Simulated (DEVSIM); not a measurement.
System: Schottky contact on p-type GaAs, at 300 K.

Layer 1 from the left is GaAs, thickness (μm) 0.910, Na (cm⁻³) 2e17, τn (s) 1.3e-8, τp (s) 1.3e-8. Layer 2 from the left is GaAs, thickness (μm) 40.0, Na (cm⁻³) 2.8e18, τn (s) 1.3e-8, τp (s) 1.3e-8.

Left contact: Schottky, work function 4.694 eV, emission velocity 2.9e6 cm/s. Right contact: ohmic. Voltage is applied to the left contact. Recombination: SRH at mid-gap, Auger. Mobility is μmin + (μ − μmin)/(1 + (N/Nref)^α).

The device is made up for the run: typed textbook-type constants, with dimensions and the other settings drawn at random. Values at 300 K.

GaAs: gap (eV) 1.424, affinity (eV) 4.07, permittivity 12.9, Nc (cm⁻³) 4.7e17, Nv (cm⁻³) 9e18, μn (cm²/Vs) 8500, μp (cm²/Vs) 400, μn,min 500, μp,min 20, Nref,n 6e16, Nref,p 1.5e17, αn 0.39, αp 0.38, Cn (cm⁶/s) 1e-30, Cp (cm⁶/s) 1e-30.

DEVSIM, 1D drift-diffusion, Boltzmann statistics, complete ionisation; no tunnelling, impact ionisation, image-force lowering or self-heating. Metal contacts follow the ideal Schottky-Mott rule: no Fermi-level pinning, no interface dipoles.

Dark forward current:

```csv
|V| (V),|J| (A/cm²)
0.05,8.336e-7
0.10,6.579e-6
0.15,4.617e-5
0.20,0.0003188
0.25,0.002195
0.30,0.01509
0.35,0.1036
0.40,0.7080
0.45,4.764
0.50,29.62
0.55,136.7
0.60,383.6
0.65,737.7
0.70,1151
0.75,1598
0.80,2066
```

Q: Work out the local ideality factor n = ΔV / (kT/q · ln(J2/J1)) between the rows 0.15 and 0.20 V, 0.75 and 0.80 V.

A: kT/q = 25.85 mV. From 0.15 to 0.20 V: ln(0.0003188/4.617e-5) = 1.932, n = 1.00, near the 1 of diffusion or emission over a barrier. From 0.75 to 0.80 V: ln(2066/1598) = 0.257, n = 7.53; the layers' resistance at their doping, Σ W/(qμN) = 9.2e-5 Ω cm², would take 43 mV of this step of 50 mV.

Q: Estimate the current at 0.30 V for emission alone, J0 = q v N_band exp(−φB/kT), and read the barrier back from the simulated current.

A: φB = 0.800 eV, N_band = 9.00e18 cm⁻³, J0 = 1.52e-7 A/cm²; J = J0 (exp(qV/kT) − 1) = 0.0166 A/cm². The simulation gives 0.0151 A/cm²; the estimate lies 10 % above. Read backwards, the simulated current gives an apparent barrier of 0.803 eV. The estimate leaves out transport through the depletion region and minority injection.
